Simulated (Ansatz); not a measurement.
# Cs2AgBiBr6 under a change: isotropic strain +3.00 %

The parent structure is Cs2AgBiBr6 (space group Fm-3m, No. 225; a = 11.187 Å).

The change: an isotropic linear strain of +3.00 %; the atoms relax in the strained cell.

Computed with PBEsol, PAW, 420 eV (Ansatz, a first-principles code; scalar-relativistic without spin-orbit coupling). k-mesh 5×5×5 (Γ-centred); smearing 0.05 eV (Fermi–Dirac).

```tsv
quantity	base	changed	shift
space group	Fm-3m (No. 225)	Fm-3m (No. 225)	–
energy relative to the base (free energy F)	0 meV/atom	+21 meV/atom	+21 meV/atom
pressure	0.00 GPa	-1.83 GPa	-1.824 GPa
band gap	1.10 eV	1.25 eV	+0.15 eV
gap character	indirect, X → L	indirect, X → L	–
smallest direct gap	2.23 eV	2.22 eV	-0.01 eV
mean gap deformation potential ΔEg/Δln V	–	+1.7 eV	–
width of the top valence band	1.27 eV	1.01 eV	-0.26 eV
electron mass	0.36 mₑ along k, 0.25 mₑ across (at L)	0.34 mₑ along k, 0.25 mₑ across (at L)	–
hole mass	0.17 mₑ along k, 0.69 mₑ across (at X)	0.21 mₑ along k, 0.82 mₑ across (at X)	–
largest internal atomic displacement	–	0.032 Å	–
```

Final structure:

```
Cs2AgBiBr6
1.0
    0.00000     5.76150     5.76150
    5.76150     0.00000     5.76150
    5.76150     5.76150     0.00000
Bi Ag Cs Br
1 1 2 6
Direct
  0.00000   0.00000   0.00000
  0.50000   0.50000   0.50000
  0.25000   0.25000   0.25000
  0.75000   0.75000   0.75000
  0.25113   0.74887   0.25113
  0.25113   0.74887   0.74887
  0.74887   0.25113   0.74887
  0.74887   0.25113   0.25113
  0.25113   0.25113   0.74887
  0.74887   0.74887   0.25113
```

Spin-orbit coupling, missing from the scalar runs, can matter with Bi. Masses are band curvatures over ±0.01 Å⁻¹ around the edge. Along k means along the line from Γ to the band edge. Stability against distortions was not tested.
